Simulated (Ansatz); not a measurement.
Ti, response to strain

Take Ti in the hcp (Mg type) structure (space group P6_3/mmc, No. 194; a = 2.864 Å, c = 4.537 Å; relaxed with 0.1 eV smearing) as the base. Axes: x lies along a and z along c of the hexagonal cell.

Strains are applied to the cell and any free atomic positions relax; under biaxial strain the out-of-plane vector relaxes too.

Level of theory: Ansatz (a first-principles code) LDA, without spin-orbit coupling.

```csv
"biaxial strain, plane normal [001], relaxed out of plane (%)",out-of-plane strain (%)
-3,2.99
-2.5,2.44
-2,1.91
-1.5,1.41
-1,0.92
-0.5,?
0,0.00
```

Question: Fit ε⊥ = −νε + γε² (strains in %) to the rows shown and predict the withheld row.

Answer: Least squares on the printed values gives ν = 0.88 (the biaxial Poisson response) and γ = 0.039 (largest residual 0.00 %); this predicts 0.45 %, and the run gives 0.46 %, in agreement.

No phonon test of stability was made. The final runs are not spin-polarised.
